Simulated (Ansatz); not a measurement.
RhGe2 (model structure, started from the C54 type, Fddd, No. 70, 6 atoms in the cell): formation enthalpy by level of theory

No measured value is used here.

```tsv
level (code)	value (eV/atom)
PBE (Ansatz)	?
PBEsol (Ansatz)	-0.130
PBE-D3(BJ) (Ansatz)	-0.143
```

Problem. What belongs in the gaps?

Solution. 
- PBE (Ansatz, an electronic-structure program), value (eV/atom): -0.077

Each level is taken at its own relaxed cell. Ansatz's density-functional and Hartree–Fock values are scalar-relativistic unless marked +SOC, with PAW data made under PBE.

A model structure was made by putting elements into a prototype or built by hand; it is no filed structure, need not be a known phase, and can be a saddle point held by its symmetry.
